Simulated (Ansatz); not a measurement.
# InPd, pressure series

Take InPd in the CsCl type structure (space group Pm-3m, No. 221; a = 3.2469 Å) as the base.

Cell and atoms are relaxed at each pressure.

Computed with Kohn–Sham DFT with the PBEsol functional, run in Ansatz (an electronic-structure program) with PAW and 420 eV plane waves, no spin-orbit coupling.

```csv
P (GPa),V (Å³/atom)
-2.00,17.380
-1.00,17.245
0.30,17.079
0.70,17.030
1.49,16.936
3.00,16.765
5.00,16.556
7.51,16.316
10.01,16.095
```

**Question.** Fit a third-order Birch–Murnaghan equation of state.

**Answer.** Least squares on P(V) = (3B₀/2)[(V₀/V)^(7/3) − (V₀/V)^(5/3)]·[1 + (3/4)(B₀′ − 4)((V₀/V)^(2/3) − 1)] gives V₀ = 17.12 Å³/atom, B₀ = 137 GPa and B₀′ = 5.7.

Load acts through the strain it causes; cell and atoms are relaxed under it. Stability against distortions was not tested. No other phases were tried under pressure. All final runs are without spin polarisation.
